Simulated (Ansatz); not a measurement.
**WSi (model structure, started from the NiAs type, P6₃/mmc, No. 194, 4 atoms in the cell): properties by level of theory**

```tsv
level (code)	lattice parameter a (Å)	c axis length (Å)
PBE (Ansatz)	3.135	7.051
PBEsol (Ansatz)	3.099	7.027
PBE-D3(BJ) (Ansatz)	3.095	7.028
```

Ansatz's density-functional and Hartree–Fock values are scalar-relativistic unless marked +SOC, with PAW data made under PBE.

A model structure was made by putting elements into a prototype or built by hand; it is no filed structure, need not be a known phase, and can be a saddle point held by its symmetry.

Ansatz is a quantum-chemistry and plane-wave program.
